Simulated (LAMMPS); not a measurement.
LAMMPS 22 Jul 2025, classical MD, EAM (Finnis-Sinclair form) (Al_mm.eam.fs): Al, 2048 atoms.

```
Property                                                                                           Value
-----------------------------------------------  -------------------------------------------------------
task                                                                                             MD, nve
potential                                                       EAM (Finnis-Sinclair form), Al_mm.eam.fs
copies of the repeat unit                                                                          8×8×8
shape (slab and sphere leave vacuum in the box)                                                     bulk
temperature                                                                                        600 K
steps                                                                                              10000
timestep                                                                                            2 fs
neighbor skin                                                                                        3 Å
neigh_modify                                                                   every 1 delay 0 check yes
thermo                                                                                               100
newton                                                                                      on (default)
atom_modify sort (bins of 2 Å where set)                                                  1000 (default)
comm_style                                                                               brick (default)
box                                                                                 32.4 × 32.4 × 32.4 Å
start                                                    generated fcc lattice, warmed in an untimed run
compared values                                  energy and forces of the first step, drift over the run
```

Machine: one whole node, Arm Neoverse V2, 96 cores on 1 socket, no SMT, 1 L3 cache group.

Run on 32 ranks, it takes 2.1 s from launch to exit:

```bash
# ahead of the timed run: OMP_NUM_THREADS=1 mpirun -np 48 lmp -in in.warm -log none -nocite
OMP_NUM_THREADS=1 mpirun -np 32 lmp -in in.lmp -log log.lammps -nocite
```

From its output:

```
  using 1 OpenMP thread(s) per MPI task
  4 by 2 by 4 MPI processor grid
  2048 atoms
  master list distance cutoff = 9.5
  ghost atom cutoff = 9.5
Per MPI rank memory allocation (min/avg/max) = 3.395 | 3.396 | 3.397 Mbytes
79.1% CPU use with 32 MPI tasks x 1 OpenMP threads
...
Loop time of 1.95114 on 32 procs for 10000 steps with 2048 atoms

Performance: 885.638 ns/day, 0.027 hours/ns, 5125.221 timesteps/s, 10.496 Matom-step/s
79.1% CPU use with 32 MPI tasks x 1 OpenMP threads

MPI task timing breakdown:
Section |  min time  |  avg time  |  max time  |%varavg| %total
---------------------------------------------------------------
Pair    | 1.2332     | 1.3131     | 1.4197     |   4.1 | 67.30
Neigh   | 0          | 0          | 0          |   0.0 |  0.00
Comm    | 0.49179    | 0.59155    | 0.67931    |   6.3 | 30.32
Output  | 0.0016945  | 0.0018182  | 0.0035953  |   0.8 |  0.09
Modify  | 0.004899   | 0.0057939  | 0.0062835  |   0.4 |  0.30
Other   |            | 0.03886    |            |       |  1.99

Nlocal:             64 ave          70 max          55 min
Histogram: 1 1 1 5 3 0 10 2 4 5
Nghost:           1373 ave        1382 max        1367 min
Histogram: 5 2 4 5 5 0 8 1 1 1
Neighs:        6783.38 ave        7911 max        5870 min
Histogram: 3 3 3 5 6 4 3 2 1 2

Total # of neighbors = 217068
Ave neighs/atom = 105.99023
Neighbor list builds = 0
Dangerous builds = 0
```

Each time is the median wall time of two to five repeats, run one at a time on the otherwise empty machine; start-up is included. Processes are pinned to neighbouring cores unless said otherwise. Build: PyPI wheel: MPICH, OPENMP and OPT packages. Other compilers and libraries give other times. Scratch files lie in a memory file system. A preparatory run goes ahead and isn't timed.

Read the timing block: which change would cut the largest part, on the same cores and with the result kept within 1.0 meV/atom in energy, 10 meV/Å in forces on 48 atoms, 0.20 meV an atom in drift of the total energy?

The largest part is pair forces (Pair), 62 % of the time from launch to exit. Over the ranks it runs from 1.2 to 1.4 s, at 64 atoms a rank on average. One change that relieves it (others may too): going from skin = 3 Å to skin = 0.5 Å, one of the fastest among the values tried that keep the result: 2.1 s to 1.5 s (1.4× as fast). List entries an atom go from 106 to 41, Neigh from 0 to 0.1 s and Pair from 1.3 to 0.85 s. Neighbour list builds go from 0 to 1373. These two results differ by: energy equal as printed, forces on 48 atoms equal as printed, drift of the total energy equal as printed. Others tried: skin = 1 Å (1.6 s); skin = 0.2 Å (1.7 s); skin = 1.5 Å (1.8 s); skin = 2 Å (2.1 s); skin = 4 Å (2.3 s).
